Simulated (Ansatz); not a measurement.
TiAl$_{3}$ (Pmm2), PBEsol, DFPT electron-phonon coupling, linearised Boltzmann equation (Ansatz, an electronic-structure program): phonon-limited resistivity 14.0 μΩ·cm at 300 K along y (a = (2.78, 0.00, 0.00) Å; b = (0.00, 4.67, 0.00) Å; c = (0.00, 0.00, 4.90) Å), 19.6 μΩ·cm at 400 K, current-weighted mean free path 7.9 nm.

Task: Estimate the resistivity of a 20 nm square wire with diffuse walls from ρ ≈ ρ₀(1 + 3ℓ/4d).

Result: 1 + 0.75 × 7.9/20 = 1.30, so ρ ≈ 18.1 μΩ·cm and a line 1 μm long has 454 Ω. The formula is the free-electron limit for d well above ℓ; grain boundaries add to it.

Task: What is the classical skin depth at 100 GHz (nonmagnetic, μ₀ = 1.257×10⁻⁶ H/m)?

Result: δ = √(ρ/(π f μ₀)) = 596 nm.

Task: What temperature coefficient of resistance follows, and how does it compare with 1/T?

Result: (ρ₄₀₀ − ρ₃₀₀)/(100 K × ρ₃₀₀) = 4.00×10⁻³ K⁻¹, against 1/T = 3.33×10⁻³ K⁻¹ for a resistivity proportional to T. It lies higher because phonons are still being populated at 300 K; impurities would add a constant and lower it.

A metal at this level (no band gap). Only scattering by harmonic phonons is included (no impurities, grain boundaries, electron-electron scattering or thermal expansion). Spin-orbit coupling is left out. The run warned that the eigensolver left some states short of its tolerance. Halving the electron mesh (32x20x20) moves the resistivity by up to 11 % at 300 K, the mean free path by up to 4 %. Smearing 0.20 eV; phonons on a 5x3x3 q mesh, which this run doesn't test.

Computed structure with no diffraction record at hand here (it may be known, metastable or hypothetical): TiAl3 (Pmm2).
